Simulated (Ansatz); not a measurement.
The starting structures come from a database of crystals and need not be the phases stable at ambient conditions.

 Where the default PAW files enter, the runs use the earlier of Ansatz's two default sets.

By PBEsol, the system below comes out a metal.

The ballistic (Sharvin) conductance counts the channels at the Fermi level: G/A = (e²/h) × channels of both spins per area.

```
CELL_PARAMETERS angstrom
      2.46271     0.00000     0.00000
     -0.95568     2.26971     0.00000
      0.75351     1.13486     2.05164
ATOMIC_POSITIONS crystal
  Cu 0.00000 0.00000 0.00000
```

Space group of this cell: I4/mmm. The cell is taken as given; by PBEsol its mean pressure is -1.6 GPa.

The current flows along the normal of the first two printed cell vectors, the (110) plane of the conventional cell. No spin-orbit coupling; the value is a mean over 0.1 eV about the Fermi level.

### Question
State the ballistic conductance per area according to PBEsol (Ansatz, an electronic-structure program).

### Answer
1.1 × 10¹⁵ S/m² for both spins.
